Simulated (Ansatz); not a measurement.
Consider TiAl (space group P4/mmm, No. 123; a = 2.796 Å, c = 4.038 Å; relaxed with 0.1 eV smearing). Axes: x, y, z lie along a, b, c of the conventional cell.

Calculations: PBEsol (Ansatz, an electronic-structure program; PAW; 420 eV plane waves; without spin-orbit coupling).

Before the change:

| Item | Result |
|---|---|
| Pressure | 0.0 GPa |
| Shortest interatomic distance | 279.6 pm |

The change: tensor shear ε_xz = +1.71 % (engineering shear γ = 0.0342); the atoms relax in the strained cell.

Task: Estimate the effect on the pressure.

Result: The pressure (mean of the normal stresses, compression positive) goes from zero to 0.2 GPa.

Task: What happens to the energy relative to the base?

Result: The energy goes up by 6.9 meV/atom.

Task: Estimate the effect on the shortest interatomic distance.

Result: The shortest interatomic distance shrinks by 0.4 pm to 279.2 pm.

Whether these cells are dynamically stable was not tested. The final runs are not spin-polarised.
